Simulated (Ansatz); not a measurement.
Take LaBi in the rock salt structure (space group Fm-3m, No. 225; a = 6.556 Å; relaxed with 0.1 eV smearing) as the base. Axes: x, y, z lie along the cube axes.

Computed with DFT with PBEsol, PAW potentials and a 420 eV plane-wave cutoff in Ansatz (an electronic-structure program), no spin-orbit coupling.

One thing is altered: strain tensor (xx, yy, zz, yz, xz, xy) = (−1.47, −2.04, −0.01, +0.85, +1.39, −0.17) %, atoms relaxed at fixed cell.

Task: What does the calculation give for the energy relative to the base and stress after the change?

Result: The energy rises by 13 meV/atom; the stress (xx, yy, zz, yz, xz, xy; compression positive) amounts to (2.4, 3.3, 0.5, -0.3, -0.4, 0.0) GPa.

Whether these cells are dynamically stable was not tested.
